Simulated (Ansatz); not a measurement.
## CoCl2 (space group R-3m, No. 166; ferromagnetic; layered, stacked along the Cartesian z axis)

Space group R-3m, hexagonal axes (No. 166); a = b = 3.525 Å, c = 17.156 Å, α = β = 90.00°, γ = 120.00°

```
atom  site  symmetry       x       y       z
----  ----  --------  ------  ------  ------
Co      3a       -3m  0.0000  0.0000  0.0000
Cl      6c        3m  0.0000  0.0000  0.2562
```
(The calculation used a cell of 3 atoms; values per cell refer to that cell.)

The values are results of r2SCAN+rVV10 in Ansatz (plane waves to 500 eV, PAW, no spin-orbit coupling), not measurements. Γ-centred 11×11×11 mesh, Fermi–Dirac width 0.05 eV.

| Quantity | Value |
|---|---|
| Volume per atom | 20.52 Å³ |
| Density | 3.50 g/cm³ |
| Band gap | 1.51 eV, indirect, F → H₀ |
| Magnetic state | ferromagnetic |
| Total energy | -2433.144 eV/atom (σ→0; compares only within this code and set-up) |

No phonon test of stability was made. No Hubbard U is applied and the magnetic state is the run's own (CoCl2 ferromagnetic); small cells can't hold the antiferromagnetic order that many such compounds have, so gaps and moments can be off.

Ansatz is a first-principles code.
